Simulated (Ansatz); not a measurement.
InP (P6₃mc, No. 186, 4 atoms in the cell; start mp-966800; a measured phase of this formula has another space group) was calculated with LDA (Ansatz, a first-principles code, plane waves, PAW).

Numerical settings: plane-wave cutoff 520 eV, 12×12×6 k mesh (along the axes of the cell as run), scalar-relativistic PAW data made under PBE.

Computed at the level's own relaxed cell.

Hill averages of the elastic tensor: K = 71.0 GPa, G = 33.4 GPa. Volume 24.710 Å³/atom, mean atomic mass 72.896 u.

### Question
Work out the density, the sound velocities of a polycrystal and the elastic Debye temperature at this level.

### Answer
ρ = 1.66054 × 72.896/24.710 = 4.899 g/cm³. v_l = √[(K + 4G/3)/ρ] = 4.856 km/s and v_t = √(G/ρ) = 2.611 km/s. The mean follows from 3/v_m³ = 1/v_l³ + 2/v_t³: v_m = 2.915 km/s. Θ_D = (ħ/k_B) v_m (6π²/V)^(1/3) = 76.38 K Å s/km × 2.915 × 1.3382 Å⁻¹ = 298 K, counting all atoms of the cell.

Note: the relaxation could not lower the start's symmetry, so the cell can be a saddle point above a distorted one.

A start named mp-… is a Materials Project structure, which need not be a measured phase.
